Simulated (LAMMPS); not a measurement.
Consider a slab of Ta (bcc) cut on the (001) plane, one half shifted rigidly along [100] and [010] of the cubic cell, atoms relaxed along the normal alone (0 K).

Level of theory: machine-learned potential (static), pair style pod, file Ta_param.pod (LAMMPS).

Q: Estimate the largest energy on the line along [100], the largest energy on the surface for this model.

A: largest energy on the line along [100]: 2130 mJ/m²; largest energy on the surface: 3800 mJ/m².
